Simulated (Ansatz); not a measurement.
Results of LDA (Ansatz, an electronic-structure program, PAW) for YSiNO₂ (model structure, P4/mmm, No. 123, 5 atoms in the cell).

Settings: plane-wave cutoff 520 eV, 10×10×8 k mesh (along the axes of the cell as run), Fermi–Dirac smearing 0.01 eV, scalar-relativistic PAW data made under PBE.

Cell (relaxed at this level):

Space group P4/mmm (No. 123); a = b = 3.5453 Å, c = 3.6546 Å, α = β = γ = 90.00°

```tsv
atom	site	symmetry	x	y	z
Y	1b	4/mmm	0.0000	0.0000	0.5000
Si	1c	4/mmm	0.5000	0.5000	0.0000
N	1d	4/mmm	0.5000	0.5000	0.5000
O	2f	mmm.	0.0000	0.5000	0.0000
```

**Question.** What does this level give for the band gap and bulk modulus B0?

**Answer.** 
- band gap = 1.47 eV (on the SCF k mesh)
- bulk modulus B0 = 272 GPa

Note: the bulk modulus is −V dP/dV from two relaxed cells at ±2 % in volume; the relaxation could raise the start's symmetry but not lower it, so the cell can be a saddle point.

Spin–orbit coupling is not included.

Computed values are for the static lattice.

It cost around 70 core-seconds (rough) of CPU time.

A model structure was made by putting elements into a prototype or built by hand; it is no filed structure, need not be a known phase, and can be a saddle point held by its symmetry.
